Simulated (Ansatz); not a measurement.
LiF (model structure, F-43m, No. 216, 2 atoms in the cell), treated with PBE in Ansatz (PAW).

Numerical settings: plane-wave cutoff 520 eV, 14×14×14 k mesh, Fermi–Dirac smearing 0.01 eV, scalar-relativistic PAW data made under PBE.

Cell (relaxed at this level):

```cif
data_FLi
_chemical_formula_sum 'Li1 F1'
_space_group_name_H-M_alt 'P 1'
_space_group_IT_number 1
_cell_length_a 3.08598
_cell_length_b 3.08598
_cell_length_c 3.08598
_cell_angle_alpha 60.000
_cell_angle_beta 60.000
_cell_angle_gamma 60.000
loop_
_space_group_symop_operation_xyz
  'x, y, z'
loop_
_atom_site_label
_atom_site_type_symbol
_atom_site_fract_x
_atom_site_fract_y
_atom_site_fract_z
_atom_site_occupancy
Li1 Li 0.00000 0.00000 0.00000 1
F1 F 0.25000 0.25000 0.25000 1
```

Problem. Give the computed band gap.

Solution. 
- band gap = 7.65 eV (direct)

Note: the relaxation could raise the start's symmetry but not lower it, so the cell can be a saddle point.

Static lattice: no zero-point or thermal effects.

A model structure was made by putting elements into a prototype or built by hand; it is no filed structure, need not be a known phase, and can be a saddle point held by its symmetry.

Ansatz is an electronic-structure program.
